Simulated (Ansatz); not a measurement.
Structure of amorphous Ge-Sb-Te (Ge₁₀Sb₁₀Te₂₅) (periodic cell):

```yaml
crystal:
  lattice:
    - [11.85468, 0.52681, -0.31964]
    - [0.52681, 11.32306, -0.06708]
    - [-0.31964, -0.06708, 11.27089]
  atoms:
    - { symbol: Ge, position: [0.16073, 0.56670, 0.43630] }
    - { symbol: Ge, position: [0.01847, 0.29164, 0.07203] }
    - { symbol: Ge, position: [0.61164, 0.77287, 0.46046] }
    - { symbol: Ge, position: [0.53476, 0.46985, 0.52443] }
    - { symbol: Ge, position: [0.74588, 0.63899, 0.74159] }
    - { symbol: Ge, position: [0.07800, 0.65509, 0.96686] }
    - { symbol: Ge, position: [0.19813, 0.58959, 0.14947] }
    - { symbol: Ge, position: [0.26883, 0.07582, 0.94346] }
    - { symbol: Ge, position: [0.05114, 0.90637, 0.36204] }
    - { symbol: Ge, position: [0.77996, 0.57219, 0.11805] }
    - { symbol: Sb, position: [0.44762, 0.14269, 0.54655] }
    - { symbol: Sb, position: [0.94893, 0.86031, 0.02078] }
    - { symbol: Sb, position: [0.79313, 0.17384, 0.45329] }
    - { symbol: Sb, position: [0.70133, 0.24489, 0.12641] }
    - { symbol: Sb, position: [0.64150, 0.27834, 0.80464] }
    - { symbol: Sb, position: [0.51499, 0.90857, 0.83666] }
    - { symbol: Sb, position: [0.29325, 0.17923, 0.27600] }
    - { symbol: Sb, position: [0.32524, 0.36861, 0.10036] }
    - { symbol: Sb, position: [0.34614, 0.76338, 0.20443] }
    - { symbol: Sb, position: [0.16405, 0.72573, 0.76195] }
    - { symbol: Te, position: [0.48416, 0.11114, 0.02424] }
    - { symbol: Te, position: [0.18777, 0.30214, 0.89828] }
    - { symbol: Te, position: [0.82838, 0.72472, 0.53039] }
    - { symbol: Te, position: [0.53616, 0.29267, 0.35096] }
    - { symbol: Te, position: [0.51527, 0.70136, 0.66130] }
    - { symbol: Te, position: [0.14969, 0.30713, 0.44212] }
    - { symbol: Te, position: [0.40979, 0.35339, 0.69194] }
    - { symbol: Te, position: [0.75436, 0.41028, 0.62854] }
    - { symbol: Te, position: [0.38980, 0.72918, 0.95178] }
    - { symbol: Te, position: [0.99739, 0.92538, 0.78484] }
    - { symbol: Te, position: [0.24200, 0.79125, 0.47249] }
    - { symbol: Te, position: [0.13460, 0.02203, 0.16597] }
    - { symbol: Te, position: [0.30296, 0.00519, 0.71375] }
    - { symbol: Te, position: [0.77202, 0.97887, 0.27434] }
    - { symbol: Te, position: [0.72476, 0.78614, 0.99608] }
    - { symbol: Te, position: [0.92538, 0.49454, 0.94067] }
    - { symbol: Te, position: [0.86644, 0.34535, 0.28248] }
    - { symbol: Te, position: [0.65927, 0.04683, 0.65909] }
    - { symbol: Te, position: [0.59987, 0.46151, 0.00794] }
    - { symbol: Te, position: [0.54729, 0.61399, 0.29496] }
    - { symbol: Te, position: [0.04071, 0.55125, 0.63250] }
    - { symbol: Te, position: [0.86163, 0.16690, 0.94369] }
    - { symbol: Te, position: [0.54400, 0.96399, 0.32160] }
    - { symbol: Te, position: [0.03381, 0.10247, 0.53270] }
    - { symbol: Te, position: [0.00435, 0.65509, 0.26704] }
```

Computed with PBE, scalar-relativistic without spin-orbit coupling, PAW (Ansatz default set, large-core Te) (plane waves to 420 eV; Ansatz, a program for electronic structure). Neutral PBE cell, which sets geometry, pressure and energy: sampling: a 2×2×2 Γ-centred mesh; Fermi-Dirac width 0.05 eV; no spin polarisation.

It comes from a melt-quench run on a machine-learned potential (CHGNet), relaxed afterwards by DFT. The hot cell started wider than the set density and was brought back towards it in steps. It is the lowest in DFT energy of 4 quenches. It is a model cell: composition and starting density were chosen by hand, and all elements were melted together. No dispersion term was used. Its density started from a set value of 5.65 and ended at 5.65 g/cm³. The quench (nominally 12 K/ps over its main leg) was far faster than any real one, so the model tends to hold more defects than a real film. A cell of this size samples the disorder only roughly. The volume was held where the preparation left it and the shape relaxed.

### Question
Give the pressure and the spacing of the highest filled and lowest empty levels.

### Answer

```yaml
Pressure on a 2×2×2 Γ-centred mesh: 0.30 GPa
Largest force and stress component on that mesh (the relaxation ran on one k-point at (1/4, 1/4, 1/4)): 0.19 eV/Å and 0.4 GPa
Gap on a 2×2×2 Γ-centred mesh (PBE): within the smearing (under twice its width)
```

### Question
At PBE and the zone centre, how localised are the states just below and above the Fermi level (participation number: the atoms over which a state spreads)?

### Answer
The highest filled state is spread over 27.2 atoms' worth, largest on Te23, with weights by element (charge in smoothed Voronoi cells) Te 0.72, Ge 0.16, Sb 0.12. The lowest empty state is spread over 26.3 atoms' worth, largest on Te35, with weights by element (charge in smoothed Voronoi cells) Te 0.71, Ge 0.17, Sb 0.12.

The levels at the Fermi energy are partly filled. A closed spacing in one fast-quenched cell at PBE doesn't show the material to be a metal.

Neighbours within Ge-Ge 2.74 Å, Ge-Sb 3.06 Å, Ge-Te 3.18 Å, Sb-Sb 3.20 Å, Sb-Te 3.42 Å, Te-Te 3.31 Å count as bonded.
